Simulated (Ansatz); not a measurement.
Base system: CdTe in the zinc blende structure (space group F-43m, No. 216).

```
CdTe
1.0
    0.00000     3.27889     3.27889
    3.27889     0.00000     3.27889
    3.27889     3.27889     0.00000
Cd Te
1 1
Direct
  0.00000   0.00000   0.00000
  0.25000   0.25000   0.25000
```

The values are results of plane-wave PAW DFT at the r2SCAN level (Ansatz, an electronic-structure program, 500 eV), spin-orbit coupling left out, not measurements.

Strains are applied to the cell and any free atomic positions relax.

One change was made to it. Results:

```tsv
quantity	base	after
band gap	1.17 eV	1.46 eV
pressure	0.00 GPa	4.55 GPa
electron mass	0.090 mₑ (at Γ)	0.10 mₑ (at Γ)
hole mass (degenerate bands, along [100])	0.092, 0.55, 0.55 mₑ (at Γ)	0.10, 0.47, 0.47 mₑ (at Γ)
```

**Question.** Name the change that was made.
(A) isotropic strain −1.00 %
(B) isotropic strain −0.50 %
(C) isotropic strain −2.00 %
(D) isotropic strain −3.00 %

**Answer.** D, isotropic strain −3.00 %. For comparison, the band gap in the other runs: isotropic strain −2.00 % gives 1.36 eV; isotropic strain −0.50 % gives 1.21 eV; isotropic strain −1.00 % gives 1.26 eV.

Spin-orbit coupling, missing from the scalar runs, can matter with Te. Masses are band curvatures over ±0.01 Å⁻¹ around the edge. No phonon test of stability was made.
